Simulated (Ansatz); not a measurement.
Start from Ge in the diamond structure (space group Fd-3m, No. 227; a = 5.6762 Å).

Now apply this change: a negative pressure, −1 GPa.

Levels (all Ansatz, a program for electronic structure, PAW): PBEsol (420 eV, without spin-orbit coupling); r2SCAN (500 eV, without spin-orbit coupling).

The geometry is relaxed with PBEsol.

- PBEsol pressure: -1.0 GPa
- PBEsol band gap: zero

Q: What does r2SCAN give at this geometry for the pressure and band gap?

A: The pressure stays essentially unchanged (-1.0 GPa against -1.1 GPa); the band gap changes from zero to 0.20 eV.

Single points use the geometry relaxed with PBEsol. Their cutoffs differ, which shifts pressures a little. Load acts through the strain it causes; cell and atoms are relaxed under it. Whether these cells are dynamically stable was not tested. The zero or small gap of Ge can change with the level of theory.
